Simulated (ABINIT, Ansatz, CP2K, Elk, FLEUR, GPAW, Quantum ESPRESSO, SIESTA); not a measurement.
# Na₃BrO (Pm-3m, 5 atoms in the cell) computed with different codes at matched settings

Self-consistent single point, at a second geometry (lattice scaled by 0.98). First geometry:

```xyz
5
Lattice="4.6238 0.0000 0.0000 0.0000 4.6238 0.0000 0.0000 0.0000 4.6238" Properties=species:S:1:pos:R:3 pbc="T T T"
Na     0.0000     2.3119     2.3119
Na     2.3119     0.0000     2.3119
Na     2.3119     2.3119     0.0000
Br     0.0000     0.0000     0.0000
O      2.3119     2.3119     2.3119
```

Shared settings, as Ansatz (a quantum-chemistry and plane-wave program) writes them: kpoints.mp_grid.grid = 7 7 7; scf.occupations.method = fermi_dirac; scf.occupations.width = 0.0007 Ry. Potentials and cutoffs stand in the table.

```
code                                                                                                                                 model  ΔF from the first geometry (meV/atom)  pressure (GPa)           cutoff
----------------  ------------------------------------------------------------------------------------------------------------------------  -------------------------------------  --------------  ---------------
CP2K                                                  LDA (Pade form), GPW, DZVP-MOLOPT-SR-GTH basis, GTH-PADE potentials (GTH_POTENTIALS)                                  -17.5           -1.55      grid 950 Ry
FLEUR                                                     LDA (Vosko-Wilk-Nusair), all-electron FLAPW (FLEUR), scalar-relativistic valence                                  -20.7               –  Kmax 4.3 1/bohr
SIESTA            LDA PW92, numerical atomic orbitals DZP, PseudoDojo LDA standard norm-conserving potentials (rewritten from UPF to PSML)                                  -26.7           -2.87      grid 350 Ry
ABINIT                                                     LDA (PW92), norm-conserving pseudopotentials (PseudoDojo nc-sr-04 LDA standard)                                  -20.9           -2.04            44 Ha
Ansatz                                                                                                 LDA (PW92), PAW files made with PBE                                  -21.0           -2.16          default
Elk                                                    LDA (PW92), all-electron FP-LAPW, Elk's shipped species files, default APW+lo basis                                  -20.6               –         rgkmax 7
Quantum ESPRESSO                                                                       LDA (PZ), GBRV 1.5 ultrasoft (LDA) pseudopotentials                                  -18.9           -1.74            40 Ry
GPAW                                                                         LDA (Perdew-Wang 92), GPAW PAW datasets LDA (gpaw-data 1.0.1)                                  -19.6               –           900 eV
```

A dash marks a value that a program does not give, or that is left out as unsure.

The spread over the programs that give each value: ΔF from the first geometry within 9.2 meV/atom; pressure within 1.32 GPa.

CP2K and SIESTA use small atom-centred bases, whose incompleteness enters pressures, forces and empty levels differently from a plane-wave cutoff. FLEUR and Elk treat all electrons, but the usual bases taken here (sphere radii, linearisation, local orbitals, empty states) were not tested for convergence, so the values are no reference for the others. Ansatz's pressure is given at a fixed set of plane waves, as the other plane-wave codes print theirs; with its correction for the finite basis it is -2.04 GPa. The pressure of GPAW is left out: its cutoff lies under the one at which its stress was checked. The same LDA comes in different parametrisations, which differ slightly.

This mesh misses zone-boundary points where a band edge of such crystals can lie, so no gaps are given.

The starting cell comes from a database of computed structures (which also holds hypothetical and non-ambient phases and stackings), without a prior relaxation at this level. Its lattice was rescaled by a random factor within 2.5 % of one. For this run, on top of that: lattice scaled by 0.98.

Keys are those of Ansatz 0.2.
